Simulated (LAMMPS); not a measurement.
System: Ge (diamond structure), 216 atoms, at 200 K and 0 GPa, heated as the crystal.

Model: MD with a machine-learned potential, pair style snap, file Ge_Zuo_JPCA2020.snap (LAMMPS).

Give probability per degree against angle (°) as the simulation yields it.

State found: crystal; no diffusion seen in 15 ps.
```tsv
angle (°)	probability per degree, Ge-Ge-Ge
97.50	0.0000
100.5	0.0010
103.5	0.0172
106.5	0.0850
109.5	0.1352
112.5	0.0780
115.5	0.0158
118.5	0.0011
121.5	0.0000
```

Caution: with SNAP Ge_Zuo_JPCA2020.snap the 0 K volume of this crystal is 7 % off the measured one.
